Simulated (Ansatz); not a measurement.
An Ansatz (a quantum-chemistry and plane-wave program) run: MoSi2 with a change (C on a Mo site); DFT with r2SCAN, PAW potentials and a 500 eV plane-wave cutoff in Ansatz, no spin-orbit coupling, earlier PAW set.

Input:

Ansatz 0.2 input:
```yaml
crystal:
  lattice:
    - [-1.6010847236, 1.6010847236, 3.9097484836]
    - [1.6010847236, -1.6010847236, 3.9097484836]
    - [6.4043388944, 3.2021694472, 0]
  atoms:
    - { symbol: C, position: [0.0033250065, -0.0028338292, 0.0007673063] }
    - { symbol: Mo, position: [0.6738808331, 0.3289975932, 0.3294851759] }
    - { symbol: Mo, position: [0.3480466138, 0.6561367732, 0.6648432528] }
    - { symbol: Si, position: [0.3396304826, 0.3395647924, 0.0058001259] }
    - { symbol: Si, position: [0.0039726385, 0.6612371167, 0.3366405514] }
    - { symbol: Si, position: [0.6684596883, 0.0034984931, 0.6688491612] }
    - { symbol: Si, position: [0.6609718789, 0.6688676382, -0.0002188921] }
    - { symbol: Si, position: [0.3291211103, 1.0039986973, 0.3343520771] }
    - { symbol: Si, position: [1.0018583348, 0.3286612014, 0.6689913732] }
basis: { ecutwfc: 500, ecutrho_ratio: 4, xc_grid: 4, fft_grid_basis: typed }
kpoints: { mp_grid: { grid: [6, 6, 6] } }
hamiltonian:
  xc: r2scan
  dispersion: none
  pseudopotentials: { azcp: { folder: ./paw }, kind: paw }
scf: { occupations: { method: fermi_dirac, width: 0.05 }, convergence: { dr2_threshold: 0.0000000009 } }
relax: { f_tol: 0.02, max_steps: 45 }
output: { forces: true, stress: true }
checkpoint: { write: state.ck, write_every: 1000 }
```

Output (explanatory and most iteration lines left out):

```
Relaxation: its limit of steps is 45 (relax.max_steps)
Pseudopotential: C, paw, valence charge 4
Pseudopotential: Mo, paw, valence charge 14
Pseudopotential: Si, paw, valence charge 4
Crystal: 9 atoms, lattice volume = 120.270 Å³
Basis set: ecut = 500 eV, 3047 PW (Γ), exchange–correlation on 144×144×216 points (64 copies of the dense FFT grid, shifted against one another)
Bands: 37, of which v1, the nominal top of the filled ones, is band 28 counted from 1 (27 counted from 0)
Symmetry: 1 space group operations
Space group: P1 (ITA 1), of the structure as read, at distance tolerance 4.9e-5 Å
k-points: 112 of 216 (time reversal used)
Functional: x = r2scan, c = r2scan; τ floored in thin density (d = 2e-4 eV/Å³)
SCF iter   1: F=—  HF=-14018.230387 eV  |F-HF|=—  |Δ(HF+E_count)|=         —  Δρ=7.52e-2  dr2=1.05e1  dr2_τ=3.35e-1  ethr=3.10e-3  ⟨swp⟩=7.8  Hψ=20413  notcnv=0  defer=7
SCF iter   2: F=—  HF=-14016.488585 eV  |F-HF|=—  |Δ(HF+E_count)|=    1.74e0  Δρ=2.86e-2  dr2=1.73e0  dr2_τ=2.29e-1  ethr=3.10e-3  ⟨swp⟩=3.0  Hψ=9465  notcnv=0  defer=223
SCF 1 converged in 11 iterations: F = -14016.332200 eV  dr2 = 4.31e-10
relax step   1: F+E_penalty+E_count = -14016.33220007 eV  Δ(F+E_penalty+E_count) = +0.000e0 eV  max|allowed force component| = 1.048e0 eV/Å  Δτ_max = 0.0000 Å  (11 SCF iters, accepted)
Crystal: 9 atoms, lattice volume = 120.270 Å³
SCF iter   1: F=—  HF=-14015.995809 eV  |F-HF|=—  |Δ(HF+E_count)|=         —  Δρ=7.23e-3  dr2=1.39e-1  dr2_τ=9.49e-1  ethr=2.48e-4  ⟨swp⟩=1.1  Hψ=15105  notcnv=0  defer=203
SCF iter   2: F=—  HF=-14016.416110 eV  |F-HF|=—  |Δ(HF+E_count)|=   4.20e-1  Δρ=4.76e-3  dr2=6.64e-2  dr2_τ=1.34e-3  ethr=2.48e-4  ⟨swp⟩=2.1  Hψ=7849  notcnv=0  defer=203
SCF 2 converged in 11 iterations: F = -14016.408873 eV  dr2 = 4.85e-11
relax step   2: F+E_penalty+E_count = -14016.40887253 eV  Δ(F+E_penalty+E_count) = -7.667e-2 eV  max|allowed force component| = 5.132e-1 eV/Å  Δτ_max = 0.0857 Å  (11 SCF iters, accepted)
Crystal: 9 atoms, lattice volume = 120.270 Å³
SCF iter   1: F=—  HF=-14016.473342 eV  |F-HF|=—  |Δ(HF+E_count)|=         —  Δρ=4.87e-3  dr2=3.83e-2  dr2_τ=8.37e-2  ethr=1.45e-3  ⟨swp⟩=4.1  Hψ=9704  notcnv=0  defer=217
SCF iter   2: F=—  HF=-14016.513421 eV  |F-HF|=—  |Δ(HF+E_count)|=   4.01e-2  Δρ=2.64e-3  dr2=7.99e-3  dr2_τ=6.38e-4  ethr=6.85e-5  ⟨swp⟩=2.2  Hψ=8162  notcnv=0  defer=223
SCF 3 converged in 10 iterations: F = -14016.513468 eV  dr2 = 1.32e-10
relax step   3: F+E_penalty+E_count = -14016.51346762 eV  Δ(F+E_penalty+E_count) = -1.046e-1 eV  max|allowed force component| = 1.103e0 eV/Å  Δτ_max = 0.0899 Å  (10 SCF iters, accepted)
Crystal: 9 atoms, lattice volume = 120.270 Å³
SCF iter   1: F=—  HF=-14016.861461 eV  |F-HF|=—  |Δ(HF+E_count)|=         —  Δρ=1.14e-2  dr2=2.00e-1  dr2_τ=2.54e-1  ethr=2.75e-3  ⟨swp⟩=4.0  Hψ=10920  notcnv=0  defer=208
SCF iter   2: F=—  HF=-14016.969253 eV  |F-HF|=—  |Δ(HF+E_count)|=   1.08e-1  Δρ=5.36e-3  dr2=2.51e-2  dr2_τ=3.37e-3  ethr=3.57e-4  ⟨swp⟩=2.3  Hψ=8044  notcnv=0  defer=241
SCF 4 converged in 10 iterations: F = -14016.969959 eV  dr2 = 1.14e-10
relax step   4: F+E_penalty+E_count = -14016.96995886 eV  Δ(F+E_penalty+E_count) = -4.565e-1 eV  max|allowed force component| = 2.361e0 eV/Å  Δτ_max = 0.1955 Å  (10 SCF iters, accepted)
Crystal: 9 atoms, lattice volume = 120.270 Å³
SCF iter   1: F=—  HF=-14017.522049 eV  |F-HF|=—  |Δ(HF+E_count)|=         —  Δρ=1.53e-2  dr2=4.40e-1  dr2_τ=3.25e-1  ethr=7.07e-4  ⟨swp⟩=1.2  Hψ=15935  notcnv=0  defer=248
SCF iter   2: F=—  HF=-14017.616442 eV  |F-HF|=—  |Δ(HF+E_count)|=   9.44e-2  Δρ=5.53e-3  dr2=2.62e-2  dr2_τ=9.25e-3  ethr=3.17e-4  ⟨swp⟩=3.0  Hψ=7404  notcnv=0  defer=252
SCF 5 converged in 10 iterations: F = -14017.616983 eV  dr2 = 1.74e-10
relax step   5: F+E_penalty+E_count = -14017.61698254 eV  Δ(F+E_penalty+E_count) = -6.470e-1 eV  max|allowed force component| = 2.597e0 eV/Å  Δτ_max = 0.1960 Å  (10 SCF iters, accepted)
[...]
SCF iter   1: F=—  HF=-14020.592538 eV  |F-HF|=—  |Δ(HF+E_count)|=         —  Δρ=2.64e-7  dr2=1.37e-10  dr2_τ=6.21e-12  ethr=1.00e-12  ⟨swp⟩=2.4  Hψ=19467  notcnv=0  defer=186
SCF iter   2: F=-14020.592538 eV  HF=-14020.592538 eV  |F-HF|=7.28e-12  |Δ(HF+E_count)|=  5.46e-12  Δρ=1.74e-7  dr2=6.53e-11  dr2_τ=1.15e-12  ethr=1.00e-12  ⟨swp⟩=3.0  Hψ=10146  notcnv=0
SCF 20 converged in 2 iterations: F = -14020.592538 eV  dr2 = 6.53e-11
SCF converged after 2 iterations
Free energy (F): -14020.592538 eV
Internal energy: -14020.567641 eV  (E = F + TS)
E sigma→0 (E₀):  -14020.580090 eV
Entropy (-TS):   -0.024897 eV (-2.766 meV/atom)
Fermi energy:    14.116072 eV
--- Forces (eV/Å), atoms counted from 1 ---
  atom   1  C      0.00115107     0.00952259    -0.00488715
  atom   2  Mo    -0.00551291     0.00640954     0.00099781
  atom   3  Mo    -0.00217147    -0.01339367     0.00062160
  atom   4  Si    -0.00630042     0.00070217     0.01239785
  atom   5  Si     0.00195708     0.00624255     0.00384486
  atom   6  Si    -0.00097187    -0.00008859     0.00947512
  atom   7  Si    -0.00271363    -0.00047179    -0.01302377
  atom   8  Si     0.01578529    -0.00091361    -0.00113303
  atom   9  Si    -0.00121504    -0.00800287    -0.00829895
--- Stress (GPa, compression-positive) ---
        3.254767      -3.582041      -1.223470
       -3.582041       3.258508       1.182902
       -1.223470       1.182902       5.955323
  P = ⅓ Tr σ = 4.1562 GPa (41.562 kbar)
--- Relaxed structure (19 steps of the walk, 18 accepted, 0 SCFs on fresh bases) ---
  atoms:
    - { symbol: C, position: [-0.3676310707346696, -0.07439116392881231, 0.1480796628621824] }
    - { symbol: Mo, position: [0.7146961189735275, 0.34261207909683167, 0.31305792965465906] }
    - { symbol: Mo, position: [0.3774567477709623, 0.6800495703296698, 0.6377668424528342] }
    - { symbol: Si, position: [0.3334176227843601, 0.40892189543603147, -0.032772668009062964] }
    - { symbol: Si, position: [0.08717225427294911, 0.6422255752967228, 0.3283558941636124] }
    - { symbol: Si, position: [0.7270599778655417, 0.0059340958262977805, 0.6596400436490325] }
    - { symbol: Si, position: [0.7498652920790982, 0.6233364412125211, -0.0327948446604151] }
    - { symbol: Si, position: [0.3574872648925255, 1.0273984346994924, 0.32808784953902526] }
    - { symbol: Si, position: [1.0497423788957059, 0.33204154833124583, 0.6600894220481326] }
```

The cell is small, so the values are those of an ordered compound at a high defect concentration; dilute-limit values will differ. A case with no gap was solved on a k-mesh chosen for an insulator, which is coarse for it. The final runs are not spin-polarised. The cell was made from MoSi$_{2}$ (space group I4/mmm, No. 139) by this change: C on a Mo site. The defect cell is not spin-polarised.
